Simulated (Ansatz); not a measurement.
Si (diamond structure), Σ9 (221) [1-10] symmetric tilt. One P atom replaces one Si atom in a bicrystal of 48 atoms (one solute to 45 Å² of one boundary, a high coverage); atoms relaxed, cell held. Energies count from the site farthest from both boundaries, which lies only 5.4 Å away; negative means that the solute is drawn to the site. The cell is neutral, and spin is allowed where the electrons are odd. k-points: Γ-centred 2×6×1 mesh; occupations: Fermi-Dirac, 0.050 eV; spin-polarised, moments started parallel. No spin-orbit coupling.

Sites tried, by distance from the nearest boundary plane (Å): 0.20, 0.72, 1.14, 2.13.

**Question.** Does P segregate by Ansatz (a first-principles code) with PBE, and with what energy at each site?

**Answer.** 0.20 Å: 0.01 eV; 0.72 Å: 0.01 eV; 1.14 Å: 0.03 eV; 2.13 Å: 0.11 eV. No site tried binds it by more than 0.05 eV.
